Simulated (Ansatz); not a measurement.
Effect of isotropic strain +1.00 % on Pd

The parent structure is Pd in the fcc (Cu type) structure (space group Fm-3m, No. 225; a = 3.910 Å; relaxed with 0.1 eV smearing).

The change: every lattice vector is stretched by 1.00 %; the atoms relax in the strained cell.

Computed with DFT with r2SCAN, PAW potentials and a 500 eV plane-wave cutoff in Ansatz (an electronic-structure program), without spin-orbit coupling. Settings: 29×29×29 k-points, 0.1 eV Fermi–Dirac smearing.

The volume per atom increases by 0.45 Å³, from 14.95 Å³ to 15.40 Å³ and the space group stays Fm-3m (No. 225). The energy grows by 7.3 meV/atom and the pressure goes from zero to -5.0 GPa. The band gap stays zero.

Final structure:

```xyz
1
Lattice="0.0000 1.9747 1.9747 1.9747 0.0000 1.9747 1.9747 1.9747 0.0000" Properties=species:S:1:pos:R:3 pbc="T T T"
Pd     0.0000     0.0000     0.0000
```

Cost of the whole job for the changed cell (relaxation, final SCF and bands): very roughly 50 core-seconds.

Stability against distortions was not tested. All final runs are without spin polarisation. Pd lies near a magnetic instability that expansion can trigger; it was not tested. Pd has a high density of states at the Fermi level and may be magnetic at this level.
